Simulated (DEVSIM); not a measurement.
Structure: Ni/SiO2/n-Si capacitor, at 300 K.

| layer (left to right) | material | thickness (nm) | Nd (cm⁻³) |
|---|---|---|---|
| 1 | SiO2 | 0.990 | - |
| 2 | Si | 10000 | 3.2e15 |

Metal gate on the left, work function 5.1 eV. Fixed charge at the semiconductor interface 1e11 cm⁻² (in units of +e); interface traps 6.1e10 cm⁻² eV⁻¹, uniform in energy, neutral level at 0.7 of the gap above the valence band.

This is a model device: material constants are rounded textbook-type values typed into the input, and sizes, dopings and lifetimes were drawn at random. Values at 300 K.

```
parameter      SiO2       Si
-------------  ----  -------
gap (eV)          9    1.124
affinity (eV)   0.9     4.05
permittivity    3.9     11.7
Nc (cm⁻³)         -  2.86e19
Nv (cm⁻³)         -   3.1e19
```

Simulated with DEVSIM: 1D Poisson equation in equilibrium, Boltzmann statistics, complete ionisation; no quantum confinement or tunnelling. Metal contacts follow the ideal Schottky-Mott rule: no Fermi-level pinning, no interface dipoles.

Q: Tabulate band edges, carrier densities and field at 0.4 V on the gate.

A: Energies count from the Fermi level of the right contact; mesh points crowd at the junctions.

```json
[
 {"x (μm)": "0.000", "Ec (eV)": "3.800", "Ev (eV)": "-5.200", "n (cm⁻³)": "< 1e2", "p (cm⁻³)": "< 1e2", "field (V/cm)": "-110000"},
 {"x (μm)": "0.0005663", "Ec (eV)": "3.794", "Ev (eV)": "-5.206", "n (cm⁻³)": "< 1e2", "p (cm⁻³)": "< 1e2", "field (V/cm)": "-110000"},
 {"x (μm)": "0.001351", "Ec (eV)": "0.638", "Ev (eV)": "-0.486", "n (cm⁻³)": "5.4e8", "p (cm⁻³)": "2.1e11", "field (V/cm)": "-19000"},
 {"x (μm)": "0.003148", "Ec (eV)": "0.635", "Ev (eV)": "-0.489", "n (cm⁻³)": "6.2e8", "p (cm⁻³)": "1.9e11", "field (V/cm)": "-19000"},
 {"x (μm)": "0.009318", "Ec (eV)": "0.623", "Ev (eV)": "-0.501", "n (cm⁻³)": "9.8e8", "p (cm⁻³)": "1.2e11", "field (V/cm)": "-19000"},
 {"x (μm)": "0.02052", "Ec (eV)": "0.602", "Ev (eV)": "-0.522", "n (cm⁻³)": "2.2e9", "p (cm⁻³)": "5.3e10", "field (V/cm)": "-18000"},
 {"x (μm)": "0.04494", "Ec (eV)": "0.559", "Ev (eV)": "-0.565", "n (cm⁻³)": "1.2e10", "p (cm⁻³)": "9.9e9", "field (V/cm)": "-17000"},
 {"x (μm)": "0.1288", "Ec (eV)": "0.432", "Ev (eV)": "-0.692", "n (cm⁻³)": "1.6e12", "p (cm⁻³)": "7.4e7", "field (V/cm)": "-13000"},
 {"x (μm)": "0.2811", "Ec (eV)": "0.291", "Ev (eV)": "-0.833", "n (cm⁻³)": "3.7e14", "p (cm⁻³)": "310000", "field (V/cm)": "-5700"},
 {"x (μm)": "0.6343", "Ec (eV)": "0.236", "Ev (eV)": "-0.888", "n (cm⁻³)": "3.1e15", "p (cm⁻³)": "37000", "field (V/cm)": "-83"},
 {"x (μm)": "1.383", "Ec (eV)": "0.235", "Ev (eV)": "-0.889", "n (cm⁻³)": "3.2e15", "p (cm⁻³)": "36000", "field (V/cm)": "≈ 0"},
 {"x (μm)": "3.956", "Ec (eV)": "0.235", "Ev (eV)": "-0.889", "n (cm⁻³)": "3.2e15", "p (cm⁻³)": "36000", "field (V/cm)": "≈ 0"},
 {"x (μm)": "7.094", "Ec (eV)": "0.235", "Ev (eV)": "-0.889", "n (cm⁻³)": "3.2e15", "p (cm⁻³)": "36000", "field (V/cm)": "≈ 0"},
 {"x (μm)": "8.669", "Ec (eV)": "0.235", "Ev (eV)": "-0.889", "n (cm⁻³)": "3.2e15", "p (cm⁻³)": "36000", "field (V/cm)": "≈ 0"},
 {"x (μm)": "9.536", "Ec (eV)": "0.235", "Ev (eV)": "-0.889", "n (cm⁻³)": "3.2e15", "p (cm⁻³)": "36000", "field (V/cm)": "≈ 0"},
 {"x (μm)": "9.788", "Ec (eV)": "0.235", "Ev (eV)": "-0.889", "n (cm⁻³)": "3.2e15", "p (cm⁻³)": "36000", "field (V/cm)": "≈ 0"},
 {"x (μm)": "9.904", "Ec (eV)": "0.235", "Ev (eV)": "-0.889", "n (cm⁻³)": "3.2e15", "p (cm⁻³)": "36000", "field (V/cm)": "≈ 0"},
 {"x (μm)": "9.957", "Ec (eV)": "0.235", "Ev (eV)": "-0.889", "n (cm⁻³)": "3.2e15", "p (cm⁻³)": "36000", "field (V/cm)": "≈ 0"},
 {"x (μm)": "9.986", "Ec (eV)": "0.235", "Ev (eV)": "-0.889", "n (cm⁻³)": "3.2e15", "p (cm⁻³)": "36000", "field (V/cm)": "≈ 0"},
 {"x (μm)": "9.995", "Ec (eV)": "0.235", "Ev (eV)": "-0.889", "n (cm⁻³)": "3.2e15", "p (cm⁻³)": "36000", "field (V/cm)": "≈ 0"},
 {"x (μm)": "9.999", "Ec (eV)": "0.235", "Ev (eV)": "-0.889", "n (cm⁻³)": "3.2e15", "p (cm⁻³)": "36000", "field (V/cm)": "≈ 0"},
 {"x (μm)": "10.00", "Ec (eV)": "0.235", "Ev (eV)": "-0.889", "n (cm⁻³)": "3.2e15", "p (cm⁻³)": "36000", "field (V/cm)": "≈ 0"}
]
```
